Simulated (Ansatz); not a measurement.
## Hypothetical Fm-3m WSe2: pressure series

The reference is WSe₂ (space group Fm-3m, No. 225; ferromagnetic; a hypothetical phase, not in the database extracts checked).

Space group Fm-3m (No. 225); a = 6.266 Å, b = 6.266 Å, c = 6.266 Å, α = 90.00°, β = 90.00°, γ = 90.00°

```json
[
 {"atom": "W", "site": "4a", "symmetry": "m-3m", "x": "0.0000", "y": "0.0000", "z": "0.0000"},
 {"atom": "Se", "site": "8c", "symmetry": "-43m", "x": "0.2500", "y": "0.2500", "z": "0.2500"}
]
```
(The calculation used a cell of 3 atoms; values per cell refer to that cell.)

Cell and atoms are relaxed at each pressure.

Method: Kohn–Sham DFT with the PBE functional, run in Ansatz (a quantum-chemistry and plane-wave program) with PAW and 420 eV plane waves, scalar-relativistic without spin-orbit coupling.

```json
[
 {"pressure (GPa)": "-2", "volume per atom (Å³/atom)": "20.881"},
 {"pressure (GPa)": "-1", "volume per atom (Å³/atom)": "20.689"},
 {"pressure (GPa)": "0", "volume per atom (Å³/atom)": "20.500"},
 {"pressure (GPa)": "1.8", "volume per atom (Å³/atom)": "20.186"},
 {"pressure (GPa)": "4.2", "volume per atom (Å³/atom)": "?"},
 {"pressure (GPa)": "9", "volume per atom (Å³/atom)": "19.094"},
 {"pressure (GPa)": "18", "volume per atom (Å³/atom)": "17.967"}
]
```

Problem. Fit the third-order Birch–Murnaghan form P(V) = (3B₀/2)[(V₀/V)^(7/3) − (V₀/V)^(5/3)]·[1 + (3/4)(B₀′ − 4)((V₀/V)^(2/3) − 1)] (squares taken in P) to the rows shown and predict the withheld row.

Solution. Least squares on the printed values gives V₀ = 20.505 Å³/atom, B₀ = 114 GPa, B₀′ = 2.8; this predicts 19.799 Å³/atom, and the run gives 19.799 Å³/atom, in agreement.

The magnetic state is the one reached from the starting moments; the real material's order can differ, and small cells can't hold many antiferromagnetic ones. Load acts through the strain it causes; cell and atoms are relaxed under it. Whether these cells are dynamically stable was not tested. Competing high-pressure phases were not computed. Starting moments died away, wholly or in part, for pressure 18 GPa; another magnetic solution may exist.
